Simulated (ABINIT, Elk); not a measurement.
An Elk input for a self-consistent single point of CsH (Pm-3m, 2 atoms in the cell) (DFT, PBEsol, all-electron FP-LAPW, Elk's shipped species files, default APW+lo basis):

```
tasks
  0

xctype
  22

rgkmax
  7.0

stype
  0

swidth
  0.0001

scale
  1.889726125

avec
    3.8145920000    0.0000000000    0.0000000000
    0.0000000000    3.8145920000    0.0000000000
    0.0000000000    0.0000000000    3.8145920000

atoms
  2   : nspecies
  'Cs.in'   : spfname
  1   : natoms; atposl, bfcmt below
  0.0000000000  0.0000000000  0.0000000000    0.0 0.0 0.0
  'H.in'   : spfname
  1   : natoms; atposl, bfcmt below
  0.5000000000  0.5000000000  0.5000000000    0.0 0.0 0.0

ngridk
  7 7 7
```

### Question
Write the same calculation as an input for ABINIT.

### Answer
This is the input that was run; spellings and numerical settings could be chosen otherwise.

```
# CsH, JTH v2.0 PBE PAW
pp_dirpath "./"
pseudos "Cs.GGA_PBE-JTH.xml, H.GGA_PBE-JTH.xml"
acell 3*1.0 Angstrom
rprim
         3.8145920000    0.0000000000    0.0000000000
         0.0000000000    3.8145920000    0.0000000000
         0.0000000000    0.0000000000    3.8145920000
natom 2
ntypat 2
znucl 55 1
typat 1 2
xcart
         0.0000000000    0.0000000000    0.0000000000
         1.9072960000    1.9072960000    1.9072960000
      Angstrom
ecut 816 eV
pawecutdg 1633 eV
pawxcdev 0
ixc -116133
occopt 1
nband 8
kptopt 1
ngkpt 7 7 7
nshiftk 1
shiftk 0 0 0
nstep 80
tolvrs 1.0e-12
diemac 9
prtwf 0
prtden 0
```

Basis settings and potentials, where a program has them, do not carry over. This input uses DFT, PBEsol, plane waves, PAW (JTH v2.0 PBE PAW, files made for PBE). Both were run: gap on the mesh 2.922 eV in Elk and 2.870 in ABINIT.

On Elk: the starting cell comes from a database of computed structures (which also holds hypothetical and non-ambient phases and stackings), without a prior relaxation at this level. Its lattice was rescaled by a random factor within 2.5 % of one. Values depend on the basis (sphere radii, cutoffs, local orbitals), which need not be converged.

On ABINIT: the starting cell comes from a database of computed structures (which also holds hypothetical and non-ambient phases and stackings), without a prior relaxation at this level. Its lattice was rescaled by a random factor within 2.5 % of one. The potentials were made for another functional than the one used.
